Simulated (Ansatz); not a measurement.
**PdSb2 (space group Pa-3, No. 205)**

```
PdSb2
1.0
    6.46448     0.00000     0.00000
    0.00000     6.46448     0.00000
    0.00000     0.00000     6.46448
Sb Pd
8 4
Direct
  0.37286   0.37286   0.37286
  0.62714   0.62714   0.62714
  0.12714   0.62714   0.87286
  0.87286   0.37286   0.12714
  0.87286   0.12714   0.62714
  0.12714   0.87286   0.37286
  0.62714   0.87286   0.12714
  0.37286   0.12714   0.87286
  0.00000   0.00000   0.00000
  0.50000   0.00000   0.50000
  0.50000   0.50000   0.00000
  0.00000   0.50000   0.50000
```

All numbers come from PBEsol (Ansatz, a program for electronic structure, PAW, without spin-orbit coupling). Settings: 6×6×6 k-points, 0.05 eV Fermi–Dirac smearing.

| Property | Value |
|---|---|
| Volume per atom | 22.51 Å³ |
| Density | 8.60 g/cm³ |
| Band gap | zero |
| Total energy | -6574.648 eV/atom (σ→0; compares only within this code and set-up) |

No phonon test of stability was made. All final runs are without spin polarisation.
